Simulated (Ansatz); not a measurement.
The reference is BaF₂ (space group P6_3/mmc, No. 194; a = 4.358 Å, c = 5.996 Å; a cell from a computed database, its experimental status unchecked).

Modification: cell and atoms relaxed at a pressure of 7.5 GPa.

Levels (all Ansatz, a first-principles code, PAW): PBEsol (420 eV, scalar-relativistic without spin-orbit coupling); HSE06 (420 eV, spin-orbit coupling left out).

The geometry is relaxed with PBEsol.

| Quantity | Value |
|---|---|
| PBEsol band gap | 5.77 eV |

Task: How does going to HSE06 change the band gap?

Result: The band gap increases by 2.16 eV (5.77 eV → 7.93 eV).

Single points use the geometry relaxed with PBEsol. The hybrid gap comes from the SCF mesh plus the semilocal run's edge points and a few special points and is an upper bound. Load acts through the strain it causes; cell and atoms are relaxed under it. Stability against distortions was not tested. No other phases were tried under pressure.
